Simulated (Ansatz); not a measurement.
Take InSb in the zinc blende structure (space group F-43m, No. 216; a = 6.450 Å) as the base. Axes: x, y, z lie along the cube axes.

Method: LDA in Ansatz (plane waves to 420 eV, PAW, scalar-relativistic without spin-orbit coupling).

Base values:

The pressure is 0.0 GPa. The shortest interatomic distance is 2.793 Å.

Perturbation: compressive biaxial strain of 0.42 % in the plane normal to [111], as in epitaxy on a mismatched substrate; the out-of-plane cell vector and the atoms relax.

Q: Predict the new energy relative to the base, pressure and shortest interatomic distance.

A: The energy increases by 0.4 meV/atom; the pressure (mean of the normal stresses, compression positive) goes from zero to 0.3 GPa; the shortest interatomic distance shrinks by 0.007 Å, from 2.793 Å to 2.786 Å.

Stability against distortions was not tested. The final runs are not spin-polarised.

Ansatz is a quantum-chemistry and plane-wave program.
